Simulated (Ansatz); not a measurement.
The reference is HgS in the zinc blende structure (space group F-43m, No. 216).

```
CELL_PARAMETERS angstrom
      0.00000     2.93799     2.93799
      2.93799     0.00000     2.93799
      2.93799     2.93799     0.00000
ATOMIC_POSITIONS crystal
  Hg 0.00000 0.00000 0.00000
  S  0.75000 0.75000 0.75000
```

Cartesian axes are those of the cell as printed.

Level of theory: PBEsol (Ansatz, a program for electronic structure), scalar-relativistic without spin-orbit coupling, earlier PAW set.

Base values:

* **Band gap**: zero

Now apply this change: a free-standing slab of 6 layers (12 atoms, 2 a layer) is cut normal to [110], with 15 Å of vacuum and the in-plane cell held at bulk.

Predict the new band gap, excess energy per area of both faces and gap character.

The band gap changes from zero to 0.41 eV; the excess energy per area of both faces (slab less bulk energy over the cell's area: twice a surface energy) comes out as 0.5 J/m² (uncertain by up to 0.08 J/m²); the gap character amounts to direct at Γ.

The excess energy carries the mismatch between the slab's and the bulk's meshes. Spin-orbit coupling, missing from the scalar runs, can matter with Hg. Whether these cells are dynamically stable was not tested. All final runs are without spin polarisation. A zero or small gap of HgS can be the functional's error rather than a property of the material. Labels are those of the standard path for the cell's own space group.
